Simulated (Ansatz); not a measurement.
The structure below was relaxed with plane-wave PAW DFT at the PBEsol level (Ansatz, an electronic-structure program, 420 eV), spin-orbit coupling left out.

```yaml
crystal:
  lattice:
    - [-1.71714, 1.71714, 1.71714]
    - [1.71714, -1.71714, 1.71714]
    - [1.71714, 1.71714, -1.71714]
  atoms:
    - { symbol: Li, position: [0.00000, 0.00000, 0.00000] }
```

Problem. Find the space group and the Wyckoff positions.

Solution. Space group Im-3m (No. 229); a = b = c = 3.434 Å, α = β = γ = 90.00°

```
atom  site  symmetry       x       y       z
----  ----  --------  ------  ------  ------
Li      2a      m-3m  0.0000  0.0000  0.0000
```

Whether these cells are dynamically stable was not tested. The cell was made from Ba by this change: Ba → Li.
